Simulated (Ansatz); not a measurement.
# Pressure series in hypothetical zinc blende AgF

Consider AgF in the zinc blende structure (space group F-43m, No. 216; a = 5.4662 Å; a hypothetical phase, not in the database extracts checked).

Cell and atoms are relaxed at each pressure.

Level of theory: PBE/PAW in Ansatz (a program for electronic structure), scalar-relativistic without spin-orbit coupling.

Notes on the quantities. enthalpy: H = E + PV relative to the base's energy.

```tsv
variant	shortest interatomic distance	band gap	enthalpy
base	236.7 pm	0.26 eV	–
pressure −2 GPa	241.5 pm	0.43 eV	-0.26 eV/atom
pressure −1 GPa	(withheld)	0.34 eV	-0.13 eV/atom
pressure 4.2 GPa	229.9 pm	zero	+0.51 eV/atom
pressure 9 GPa	224.6 pm	zero	+1.05 eV/atom
pressure 18 GPa	217.8 pm	zero	+1.99 eV/atom
pressure 30 GPa	(withheld)	zero	+3.12 eV/atom
pressure 45 GPa	206.3 pm	zero	+4.44 eV/atom
pressure 60 GPa	202.2 pm	zero	+5.66 eV/atom
```

What belongs in the blanks?


- pressure −1 GPa, shortest interatomic distance: 238.9 pm
- pressure 30 GPa, shortest interatomic distance: 211.7 pm

The mesh was chosen for an insulator and is coarse for the gapless case. Load acts through the strain it causes; cell and atoms are relaxed under it. No phonon test of stability was made. No other phases were tried under pressure. No Hubbard U is applied, and correlation can decide whether such a compound is a metal. The final runs are not spin-polarised. The zero or small gap of AgF can change with the level of theory.
